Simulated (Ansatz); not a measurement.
The starting structures come from a database of crystals and need not be the phases stable at ambient conditions.

The decay constant κ of evanescent states in the gap governs leakage through a thin film.

Input:

```xyz
20
Lattice="6.7302 0.0000 0.0000 0.6233 6.7012 0.0000 1.4132 1.2879 5.0648" Properties=species:S:1:pos:R:3 pbc="T T T"
Li     5.5716     1.9810     1.2662
Li     3.1951     6.0081     3.7986
Sc     1.6350     6.3008     1.2662
Sc     7.1318     1.6883     3.7986
Si     1.9764     2.8632     1.1221
Si     6.7903     5.1260     3.9427
Si     5.0262     5.6424     1.4103
Si     3.7405     2.3467     3.6545
O      4.8190     4.4397     0.3040
O      3.9477     3.5495     4.7608
O      3.1932     2.9581     2.2284
O      5.5735     5.0311     2.8364
O      2.5939     1.3228     4.2643
O      6.1729     6.6664     0.8005
O      7.9161     6.1729     3.3329
O      0.8507     1.8163     1.7319
O      7.3220     3.6341     4.2790
O      1.4447     4.3550     0.7858
O      5.1767     1.6791     3.3182
O      3.5900     6.3100     1.7466
```

Space group of this cell: C2/c. The cell is taken as given; by PBEsol its mean pressure is -3.9 GPa.

Transport runs along the normal of the first two printed cell vectors.

The gap is the functional's own, uncorrected, and κ follows it; spin-orbit coupling is left out. Mid-gap values are interpolated between the computed energies.

Question: Estimate the band gap and the smallest decay constant κ at mid-gap that Ansatz (a quantum-chemistry and plane-wave program) with PBEsol returns for this system.

Answer: Gap 4.92 eV on a 6×6×6 mesh; κ = 0.432 1/Å, at the zone centre.
